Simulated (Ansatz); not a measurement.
Worked example: zone-centre phonon calculation of TiMo₃ (Immm, 4 atoms in the cell) in Ansatz (an electronic-structure program).

Computed with LDA (PW92), default PAW files made with PBE (plane waves; Ansatz).

```yaml
crystal:
  lattice:
    - [-1.57786, 2.20389, 4.46165]
    - [1.57786, -2.20389, 4.46165]
    - [1.57786, 2.20389, -4.46165]
  atoms:
    - { symbol: Ti, position: [0.50000, 0.00000, 0.50000] }
    - { symbol: Mo, position: [0.75659, 0.75659, 0.00000] }
    - { symbol: Mo, position: [0.24341, 0.24341, 0.00000] }
    - { symbol: Mo, position: [0.00000, 0.50000, 0.50000] }
```

Reference input (self-consistent single point, DFT, LDA (PW92), plane waves, default PAW files made with PBE): basis.ecutwfc = 30.9 Ry; kpoints.mp_grid.grid = 9 9 9; hamiltonian.xc = lda; hamiltonian.pseudopotentials = {kind: paw} (the program's default PAW files); scf.occupations.method = gaussian; scf.occupations.width = 0.0073 Ry. This run's input differs from it in these lines:

```diff
@@ -23,6 +23,6 @@
     width: 0.0073 Ry
-output:
-  forces: true
-  eigenvalues: true
-  stress: true
+  convergence:
+    dr2_threshold: 1.0e-05 eV
+phonons:
+  method: dfpt
```

Output (repeated stretches shortened):

```
SCF iter   1: F=—  HF=-16979.464449 eV  |F-HF|=—  |Δ(HF+E_count)|=         —  Δρ=7.90e-3  dr2=2.48e-2  ethr=1.77e-3  ⟨swp⟩=4.5  Hψ=14110  notcnv=0
all-band conjugate gradients solve this SCF's bands
preconditioner: auto → Kerker (q_TF=auto, 2.666 Å⁻¹)
SCF iter   2: F=—  HF=-16979.462933 eV  |F-HF|=—  |Δ(HF+E_count)|=   1.52e-3  Δρ=4.39e-3  dr2=6.79e-3  ethr=4.59e-5  ⟨swp⟩=1.6  Hψ=5435  notcnv=0
SCF iter   3: F=—  HF=-16979.461784 eV  |F-HF|=—  |Δ(HF+E_count)|=   1.15e-3  Δρ=4.82e-4  dr2=1.55e-4  ethr=1.26e-5  ⟨swp⟩=2.0  Hψ=4857  notcnv=0
SCF iter   4: F=—  HF=-16979.461750 eV  |F-HF|=—  |Δ(HF+E_count)|=   3.40e-5  Δρ=1.18e-4  dr2=9.51e-6  ethr=2.88e-7  ⟨swp⟩=2.0  Hψ=5103  notcnv=0
iter 5 did not close the SCF: its close was put off for the readings that it lacked (scf_convergence_deferred on its scf_iter line)
SCF iter   5: F=-16979.461748 eV  HF=-16979.461748 eV  |F-HF|=1.61e-7  |Δ(HF+E_count)|=   2.40e-6  Δρ=2.10e-5  dr2=2.32e-7  ethr=1.76e-8  ⟨swp⟩=2.1  Hψ=5141  notcnv=0
SCF iter   6: F=-16979.461748 eV  HF=-16979.461748 eV  |F-HF|=1.18e-8  |Δ(HF+E_count)|=   5.15e-8  Δρ=5.47e-6  dr2=1.91e-8  ethr=4.29e-10  ⟨swp⟩=8.1  Hψ=26007  notcnv=0
SCF 1 converged in 6 iterations: F = -16979.461748 eV  dr2 = 1.91e-8
DFPT response loops at Γ: preconditioner auto → Kerker (q_TF=auto, 2.666 Å⁻¹) (partly filled bands, converged f_vac=0.000) …
Free energy (F): -16979.461748 eV
Internal energy: -16979.445551 eV  (E = F + TS)
E sigma→0 (E₀):  -16979.453649 eV
Entropy (-TS):   -0.016197 eV (-4.049 meV/atom)
Fermi energy:    19.038632 eV
--- Phonons (Γ-DFPT): 9 representative perturbations + reference, on 125 of 729 k-points (Σ response iterations 33) ---
  k mesh reduced under 4 symmetry operations, with k and −k counted as one. Each operation leaves every solved displacement unchanged or reverses it
  ASR residual: 1.626e-3 → 0.000e0 eV/Å²; symmetrization residual: 2.290e-6 eV/Å²
  ASR residual per site (eV/Å²): 1.63e-3 5.42e-4 5.42e-4 1.61e-3
  Γ frequencies (cm⁻¹): 0.00 0.00 0.00 177.58 187.38 198.07 206.32 220.71 228.47 241.54 259.69 287.55
  non-analytic LO–TO correction: not included (Born effective charges unavailable; polar crystals: no LO–TO splitting at Γ)
```

The run converged in 6 iterations.  The full log also holds: “iter 5 did not close the SCF: its close was put off for the readings that it lacked (scf_convergence_deferred on its scf_iter line)”.

Summary of the result:
* **Free energy E − TS (on the zero of these files)**: -16979.4617 eV
* **Fermi level (on the code's own zero)**: 19.04 eV
* **Zone-centre frequencies (cm⁻¹; negative means imaginary)**: 0, 0, 0, 178, 187, 198, 206, 221, 228, 242, 260, 288

The starting cell comes from a database of computed structures (which also holds hypothetical and non-ambient phases and stackings), without a prior relaxation at this level. Its lattice was rescaled by up to half a per cent. Spin polarisation is off.

Cost on one core of a shared machine: roughly 5 min.

Keys are those of Ansatz 0.2.
